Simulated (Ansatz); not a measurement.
**Several settings converged on YCu₅ (P6mm, 6 atoms in the cell)**

```
YCu5
1.0
    4.98769     0.00000     0.00000
   -2.49385     4.31947     0.00000
    0.00000     0.00000     4.02142
Y Cu
1 5
Cartesian
  0.00000   0.00000   0.05000
  0.00000   2.87965   0.00000
  2.49385   1.43982   0.00000
  2.49385   0.00000   2.01071
  1.24692   2.15973   2.01071
 -1.24692   2.15973   2.01071
```

Base method: LDA (PW92), default PAW files made with PBE (plane waves; Ansatz, a first-principles code).

Base settings: basis.ecutwfc = 420 eV; kpoints.mp_grid.grid = 6 6 6; hamiltonian.xc = lda; hamiltonian.pseudopotentials = {kind: paw} (the program's default PAW files); scf.occupations.method = fermi_dirac; scf.occupations.width = 0.1 eV.

The count of work is k-points × plane waves × bands × iterations; it is no time. Core times come from one kind of shared machine, to one figure; runs under 30 s give none.

**The cutoff for other potential files**

Level: DFT, LDA (PW92), plane waves, harder PAW files (source: ansatz) made with PBE.

In this ladder: hamiltonian.pseudopotentials = {kind: paw, source: ansatz}.

The second cell is the first with its lattice scaled by 0.98.

The mesh stays at the base's, so the ladder's end is converged at best in this setting alone.

The first pressure column holds Ansatz's estimate of the finite-basis (Pulay) stress, which hides part of the cutoff error; the other is without it.

Only quantities that move along the ladder and can be compared are tabulated.

```csv
basis.ecutwfc,free energy less the last step's (meV/atom),energy of the compressed cell less the first (meV/atom),pressure (GPa),pressure without the Pulay estimate (GPa),largest difference of a force vector from the last step's (eV/Å),count of work / last,core time / last (rough)
315 eV,21723.88,116.41,12.03,-1171.82,0.100,0.11,–
385 eV,4188.00,6.90,-7.56,-294.11,0.010,0.14,–
490 eV,283.42,-8.80,-5.84,-34.35,0.002,0.21,–
595 eV,14.29,-12.52,-6.08,-7.68,0.000,0.27,–
700 eV,3.92,-12.56,-6.09,-6.15,0.000,0.35,–
840 eV,3.03,-12.58,-6.09,-6.14,0.000,0.46,0.5
1050 eV,0.92,-12.59,-6.10,-6.16,0.000,0.64,0.7
1400 eV,0.00,-12.59,-6.10,-6.10,0.000,1.0,1
```

Coarsest basis.ecutwfc that holds the free energy within 2 meV/atom of the last step, with all finer ones: 1050 eV; the step before is off by 3.0 meV/atom.

Coarsest basis.ecutwfc that holds the forces within 0.005 eV/Å of the last step, with all finer ones: 490 eV, at 0.21 of the last step's count of work; the step before is off by 0.010 eV/Å.

Coarsest basis.ecutwfc that holds the energy of the compressed cell less the first within 2 meV/atom of the last step, with all finer ones: 595 eV, at 0.27 of the last step's count of work; the step before is off by 3.8 meV/atom.

The energy difference between the two cells stays within 1 meV/atom of the last step's from 595 eV on, the total only from 1050 eV on: much of the error is common to both cells and cancels.

At the lowest cutoff the pressure without the Pulay estimate lies 1170 GPa under the last step's, the usual sign of Pulay stress in an incomplete plane-wave basis.

**The density cutoff**

The mesh stays at the base's, so the ladder's end is converged at best in this setting alone.

Only quantities that move along the ladder and can be compared are tabulated.

| basis.ecutrho_ratio | free energy less the last step's (meV/atom) | pressure (GPa) |
|---|---|---|
| 2 | -12.74 | -5.17 |
| 3 | -0.30 | -6.06 |
| 4 | 0.00 | -6.08 |
| 5 | 0.00 | -6.08 |
| 6 | 0.00 | -6.08 |
| 8 | 0.00 | -6.08 |
| 10 | 0.00 | -6.08 |
| 12 | 0.00 | -6.08 |
| 16 | 0.00 | -6.08 |

Coarsest basis.ecutrho_ratio that holds the pressure within 0.05 GPa of the last step, with all finer ones: 3; the step before is off by 0.91 GPa.

Coarsest basis.ecutrho_ratio that holds the free energy within 2 meV/atom of the last step, with all finer ones: 3; the step before is off by 13 meV/atom.

**The relaxed cell against the cutoff**

On YCu₅ (P6/mmm, 6 atoms in the cell): atoms on their sites.

In this ladder: relax = cell and atoms.

The mesh stays at the base's, so the ladder's end is converged at best in this setting alone.

Only quantities that move along the ladder and can be compared are tabulated.

```tsv
basis.ecutwfc	relaxed volume (Å³/atom)	relaxation steps	core time / last (rough)
295 eV	13.863	27	1
355 eV	13.773	9	0.5
420 eV	13.759	6	0.4
505 eV	13.758	6	0.5
630 eV	13.757	6	0.6
840 eV	13.757	6	1
```

Coarsest basis.ecutwfc that holds the relaxed volume within 0.014 Å³/atom of the last step, with all finer ones: 420 eV, at about 0.4 of the last step's time; the step before is off by 0.016 Å³/atom.

At the lowest cutoff the cell relaxes to a volume 0.8 % larger than at the highest. Ansatz relaxes on a stress corrected for the finite basis.

On the base run: the starting cell comes from a database of computed structures (which also holds hypothetical and non-ambient phases and stackings), without a prior relaxation at this level. Its lattice was rescaled by up to half a per cent. One atom was moved a little off its site on purpose. Spin polarisation is off.

Left out of this page: 2 runs of the series stopped by limits of time or memory.

Keys are those of Ansatz 0.2.
